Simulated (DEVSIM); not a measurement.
Device: abrupt InP p-n junction, at 300 K.

Layer 1 from the left is InP, thickness (μm) 42.0, Na (cm⁻³) 2.8e15, τn (s) 9e-10, τp (s) 9e-10. Layer 2 from the left is InP, thickness (μm) 140, Nd (cm⁻³) 3.5e15, τn (s) 9e-10, τp (s) 9e-10.

Left contact: ohmic. Right contact: ohmic. Voltage is applied to the left contact. Recombination: SRH at mid-gap, radiative, Auger. Mobility is μmin + (μ − μmin)/(1 + (N/Nref)^α).

The device is made up for the run: typed textbook-type constants, with dimensions and the other settings drawn at random. Values at 300 K.

InP: gap (eV) 1.344, affinity (eV) 4.38, permittivity 12.5, Nc (cm⁻³) 5.7e17, Nv (cm⁻³) 1.1e19, μn (cm²/Vs) 5200, μp (cm²/Vs) 170, μn,min 400, μp,min 10, Nref,n 3e17, Nref,p 4.9e17, αn 0.47, αp 0.62, B (cm³/s) 1.2e-10, Cn (cm⁶/s) 9e-31, Cp (cm⁶/s) 9e-31.

Simulated with DEVSIM: 1D drift-diffusion, Boltzmann statistics, complete ionisation; no tunnelling, impact ionisation, image-force lowering or self-heating.

Q: What does the simulation give for the dark forward voltage at 1 A/cm², the potential step across the device at zero bias, the largest field in the device at zero bias?

A: dark forward voltage at 1 A/cm² 0.909 V; potential step across the device at zero bias 0.998 V; largest field in the device at zero bias 21000 V/cm.
